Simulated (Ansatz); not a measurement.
**Effect of Li interstitial (started 1.97 Å from the nearest host atom), symmetric start on SrTiO3**

The reference is a 10-atom supercell of SrTiO₃ in the cubic perovskite structure (space group Pm-3m, No. 221; a = 3.936 Å) at its relaxed geometry.

It is then changed as follows: a neutral Li interstitial (started 1.97 Å from the nearest host atom), symmetric start, atoms relaxed at fixed cell.

Method: PBE (Ansatz, a first-principles code; PAW; 420 eV plane waves; no spin-orbit coupling), earlier PAW set. k-mesh 6×6×6 (Γ-centred); smearing 0.01 eV (Fermi–Dirac).

```tsv
quantity	base	changed	shift
pressure	0.0 GPa	10.1 GPa	+10.1 GPa
largest displacement of a host atom from its site in the perfect cell	–	0.35 Å	–
final site of the added atom	–	4 O at 1.93 Å (square planar)	–
```

The magnetic state is the one reached from the starting moments; the real material's order can differ, and small cells can't hold many antiferromagnetic ones. The cell is small, so the values are those of an ordered compound at a high defect concentration; dilute-limit values will differ. A case with no gap was solved on a k-mesh chosen for an insulator, which is coarse for it. The defect started on the symmetric site and kept its symmetry, so it may sit on a saddle. Starting moments died away, wholly or in part, for Li interstitial (started 1.97 Å from the nearest host atom); another magnetic solution may exist. No Hubbard U is applied, and correlation can decide whether such a compound is a metal. Spin-polarised in the final run: Li interstitial (started 1.97 Å from the nearest host atom); the other runs are not. Many cubic perovskites are stable only at high temperature; tilts and polar distortions were not tested. The defect cell is spin-polarised and ends with 0.0 μB.
